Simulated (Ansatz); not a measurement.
Take ZrB₂ (space group P6/mmm, No. 191; a = 3.155 Å, c = 3.506 Å; relaxed with 0.1 eV smearing) as the base. Axes: x lies along a and z along c of the hexagonal cell.

Level of theory: Ansatz (a program for electronic structure) PBEsol, without spin-orbit coupling.

Strains are applied to the cell and any free atomic positions relax.

One change was made to it. Results:

| quantity | base | after |
|---|---|---|
| energy relative to the base (free energy F) | 0 meV/atom | +7.7 meV/atom |
| pressure (mean of the normal stresses, compression positive) | 0.0 GPa | 5.5 GPa |

**Question.** Which change produced these results?
A) uniaxial strain ε_xx = −1.50 %
B) uniaxial strain ε_xx = −2.00 %
C) uniaxial strain ε_xx = +3.00 %
D) uniaxial strain ε_xx = +2.00 %
E) uniaxial strain ε_xx = −3.00 %

**Answer.** B, uniaxial strain ε_xx = −2.00 %. For comparison, the pressure in the other runs: uniaxial strain ε_xx = −3.00 % gives 8.5 GPa; uniaxial strain ε_xx = −1.50 % gives 4.0 GPa; uniaxial strain ε_xx = +2.00 % gives -4.8 GPa; uniaxial strain ε_xx = +3.00 % gives -7.0 GPa.

Whether these cells are dynamically stable was not tested. The final runs are not spin-polarised.
